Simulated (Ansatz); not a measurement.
Take Rh in the fcc (Cu type) structure (space group Fm-3m, No. 225; a = 3.7816 Å; relaxed with 0.1 eV smearing) as the base. Axes: x, y, z lie along the cube axes.

All numbers come from PBEsol (Ansatz, a quantum-chemistry and plane-wave program, PAW, spin-orbit coupling left out).

Base values:

The pressure is 0.0 GPa. The volume per atom is 13.52 Å³.

Now apply this change: compressive biaxial strain of 3.00 % in the plane normal to [001], as in epitaxy on a mismatched substrate; the out-of-plane cell vector and the atoms relax.

Task: What happens to the pressure?

Result: The pressure (mean of the normal stresses, compression positive) goes from zero to 11.4 GPa.

Task: How does this affect the volume per atom?

Result: The volume per atom falls by 0.45 Å³ (13.52 Å³ → 13.07 Å³).

No phonon test of stability was made. The final runs are not spin-polarised.
